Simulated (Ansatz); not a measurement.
Partial pair distribution functions of a relaxed model of amorphous B$_{30}$C$_{30}$, broadened by 0.06 Å; density 2.26 g/cm³. These are PBE, scalar-relativistic without spin-orbit coupling (plane waves to 420 eV, PAW; Ansatz, a program for electronic structure) values and carry that method's errors.

The cell was made by melting and quenching with the CHGNet potential and then relaxed with DFT. The hot cell started wider than the set density and was brought back towards it in steps. It is the lowest in DFT energy of 2 quenches. It is a model cell: composition and starting density were chosen by hand, and all elements were melted together. No dispersion term was used. Its density started from a set value of 2.20 and ended at 2.26 g/cm³. Cooling (nominally 730 K/ps over its main leg) ran many orders faster than in experiment, which tends to leave more defects and strain. One small periodic cell is one sample of the glass; other quenches scatter about these values. The volume was free in the relaxation, at fixed shape. Stress components on the final sampling reach 2.0 GPa. On a 2×2×2 Γ-centred mesh force components of up to 0.38 eV/Å stay, since the relaxation ran on one k-point at (1/4, 1/4, 1/4).

```tsv
r (Å)	g B-C	g B-B	g C-C
1.20	0.00	0.00	0.01
1.30	0.01	0.00	0.48
1.40	0.46	0.00	2.50
1.50	3.86	0.02	2.40
1.60	5.91	0.40	1.02
1.70	2.94	1.20	0.18
1.80	0.64	1.75	0.00
1.90	0.08	1.32	0.00
2.00	0.01	0.71	0.00
2.10	0.07	0.66	0.01
2.20	0.07	0.68	0.11
2.30	0.23	0.78	0.39
2.40	0.70	1.12	0.94
2.50	1.11	1.05	1.09
2.60	1.16	1.71	1.49
2.70	1.14	1.53	2.03
2.80	0.98	1.20	1.81
2.90	0.96	1.18	1.43
3.00	1.17	1.23	1.07
3.10	1.26	0.76	1.19
3.20	0.98	0.50	0.79
3.30	0.92	0.63	0.60
3.40	0.85	0.98	0.36
3.50	0.82	0.75	0.53
3.60	1.04	0.87	0.72
3.70	1.24	0.95	1.01
3.80	0.93	0.87	1.14
3.90	1.04	1.04	1.32
4.00	1.23	1.25	1.27
```

Within 1.94 Å each B has 2.67 C neighbours on average.
